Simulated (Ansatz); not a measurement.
The decay constant κ of evanescent states in the gap governs leakage through a thin film.

Consider the following.

```xyz
9
Lattice="5.0133 0.0000 0.0000 -2.5066 4.3416 0.0000 0.0000 0.0000 5.5399" Properties=species:S:1:pos:R:3 pbc="T T T"
Si     2.3508     0.0000     0.0000
Si    -1.1754     2.0358     1.8466
Si     1.3312     2.3058     3.6933
O      0.7956     3.7157     4.3482
O     -1.1090     3.1728     0.6549
O      0.3135     1.7948     2.5016
O      3.3022     0.6259     1.1917
O      1.3976     1.1689     4.8850
O      2.8201     2.5468     3.0383
```

The cell is strained (all lengths scaled by 1.02); by r2SCAN it stands under a pressure of -10.6 GPa.

Transport runs along the normal of the first two printed cell vectors, the (001) plane of the conventional cell.

No gap correction and no spin-orbit coupling; mid-gap is the computed energy nearest the middle.

**Question.** State the band gap and the smallest decay constant κ at mid-gap according to r2SCAN (Ansatz, a program for electronic structure).

**Answer.** Gap 6.15 eV on a 12×12×6 mesh; κ = 0.498 1/Å, at the zone centre.
